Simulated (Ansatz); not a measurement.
An ideal cubic perovskite cell is held by its symmetry; such compounds can tilt or shift off centre at room temperature. Cells marked so need not be the phases stable at ambient conditions, and some may be hypothetical.

 Where the default PAW files enter, the runs use the earlier of Ansatz's two default sets.

The gap is the functional's own, uncorrected, and κ follows it; spin-orbit coupling is left out. Mid-gap values are interpolated between the computed energies.

A. LiNO3 (R-3c, not sure to be the ambient phase, 10 atoms a cell, 9.3 Å³ an atom), along the normal of (001)
B. LaOF (P4/nmm, not sure to be the ambient phase, 6 atoms a cell, 16.0 Å³ an atom), along the normal of (111)
C. KCaF3 (Pm-3m, cubic perovskite, not sure to be the ambient phase, 5 atoms a cell, 18.0 Å³ an atom, -2 GPa at this level), along the normal of (111)
D. Ba₂MgH₆ (P-3m1, not sure to be the ambient phase, 9 atoms a cell, 14.3 Å³ an atom), along the normal of (100)

Rank these by mid-gap decay constant of the slowest evanescent state (highest first), as r2SCAN (Ansatz, an electronic-structure program) gives it.

A (0.78 1/Å), C (0.57 1/Å), B (0.46 1/Å), D (0.34 1/Å)
